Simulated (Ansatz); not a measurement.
Take MoTe2 (space group P2_1/m, No. 11; a = 6.3217 Å, b = 3.4914 Å, c = 14.1904 Å, α = γ = 90.00°, β = 92.78°; layered, stacked along the Cartesian z axis) as the base.

Method: r2SCAN+rVV10 in Ansatz (plane waves to 500 eV, PAW, no SOC).

Base values:

The volume per atom is 26.07 Å³ and the band gap is zero.

Now apply this change: cell and atoms relaxed at a pressure of 3 GPa.

Question: Estimate the effect on the volume per atom and band gap.

Answer: The volume per atom decreases by 1.87 Å³, from 26.07 Å³ to 24.20 Å³; the band gap stays zero.

With Te present, leaving out spin-orbit coupling can change the band edges. Load acts through the strain it causes; cell and atoms are relaxed under it. No phonon test of stability was made. The final runs are not spin-polarised. The zero or small gap of MoTe2 can change with the level of theory.

Ansatz is a quantum-chemistry and plane-wave program.
